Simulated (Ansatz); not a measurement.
Levels about the gap of amorphous Si10Pb12O32 (54 atoms in a cell of 1085 Å³, 5.02 g/cm³; zone centre alone, so wide bands show as single levels with stretches between that a denser mesh fills), at the geometry that PBE relaxed, where it gives 0.0 GPa on a denser mesh. The participation number counts the atoms over which a state spreads; weights are charges in smoothed Voronoi cells. The levels come from a single point, so bond lengths are those of that geometry. Method of the levels: PBE, scalar-relativistic without spin-orbit coupling (Ansatz, a first-principles code). Sampling: the zone centre alone; Fermi-Dirac width 0.02 eV; no spin polarisation.

The cell was made by melting and quenching with the CHGNet potential and then relaxed with DFT. O atoms were pushed apart under 1.9 Å during the dynamics, to hinder bonds among them. The hot cell started wider than the set density and was brought back towards it in steps. It is the lowest in DFT energy of 2 quenches. It is a model cell: composition and starting density were chosen by hand, and all elements were melted together. No dispersion term was used. Its density started from a set value of 6.10 and ended at 5.02 g/cm³. Cooling (nominally 310 K/ps over its main leg) ran many orders faster than in experiment, which tends to leave more defects and strain. One small periodic cell is one sample of the glass; other quenches scatter about these values. Volume and shape were free in the relaxation.

```csv
"E - E(highest filled), eV",filling,participation number,largest on,weight O,weight Pb,weight Si
-0.51,filled,12.5,"O, 2 neighbours",0.89,0.08,0.02
-0.44,filled,18.1,"O, 3 neighbours",0.80,0.18,0.02
-0.39,filled,11.3,"O, 2 neighbours",0.83,0.14,0.02
-0.33,filled,11.4,"O, 3 neighbours",0.87,0.11,0.02
-0.18,filled,18.1,"Pb, 4 neighbours",0.73,0.24,0.02
-0.09,filled,22.3,"O, 3 neighbours",0.73,0.25,0.02
0.00,filled,10.7,"O, 3 neighbours",0.71,0.27,0.02
3.21,empty,13.1,"Pb, 3 neighbours",0.39,0.58,0.03
3.26,empty,13.0,"Pb, 3 neighbours",0.39,0.58,0.03
3.44,empty,16.6,"Pb, 3 neighbours",0.42,0.56,0.02
3.59,empty,23.8,"Pb, 3 neighbours",0.44,0.54,0.03
3.74,empty,12.3,"Pb, 3 neighbours",0.43,0.54,0.03
3.88,empty,24.8,"Pb, 3 neighbours",0.43,0.54,0.03
4.08,empty,27.8,"Pb, 3 neighbours",0.45,0.52,0.03
```

Most localised among these is the filled level at +0.00 eV, on a O atom, which has 3 neighbours (Pb 2.18 Å, Pb 2.23 Å, Pb 2.36 Å).
